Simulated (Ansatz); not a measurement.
Data:

```yaml
crystal:
  lattice:
    - [0.00000, 2.95366, 2.95366]
    - [2.99973, 0.00000, 2.95366]
    - [2.99973, 2.95366, 0.00000]
  atoms:
    - { symbol: P, position: [0.75000, 0.75000, 0.75000] }
    - { symbol: In, position: [0.00000, 0.00000, 0.00000] }
```

No spin polarisation.

Level of theory: Ansatz (an electronic-structure program), r2SCAN, PAW, cutoff 500 eV, no SOC, earlier PAW set. Γ-centred 10×10×10 mesh, Fermi–Dirac width 0.05 eV.

**Question.** Predict the gap character, valence-band top at Γ and pressure.

**Answer.** The gap character is direct at Γ. The valence-band top at Γ (three highest levels, from the VBM) is 0.00, 0.00, -0.08 eV and the pressure (mean of the normal stresses, compression positive) comes out as -1.02 GPa.

The cells carry an imposed strain or load. No phonon test of stability was made. The cell was made from InP in the zinc blende structure (space group F-43m, No. 216) by this change: uniaxial strain ε_xx = +1.56 %.
